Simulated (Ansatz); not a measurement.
The reference is Cu3N (space group Pm-3m, No. 221; a = 3.721 Å).

Calculations: plane-wave PAW DFT at the LDA level (Ansatz, a program for electronic structure, 420 eV), no spin-orbit coupling.

For the base:

```
Item        Value
--------  -------
Pressure  0.0 GPa
Band gap     zero
```

Modification: every lattice vector is shortened by 2.40 %, atoms relaxed at fixed cell.

Question: What does the calculation give for the pressure, energy relative to the base and band gap after the change?

Answer: The pressure goes from zero to 12.8 GPa; the energy rises by 34 meV/atom; the band gap stays zero.

The cells carry an imposed strain or load. Whether these cells are dynamically stable was not tested. The final runs are not spin-polarised. The zero or small gap of Cu3N can change with the level of theory.
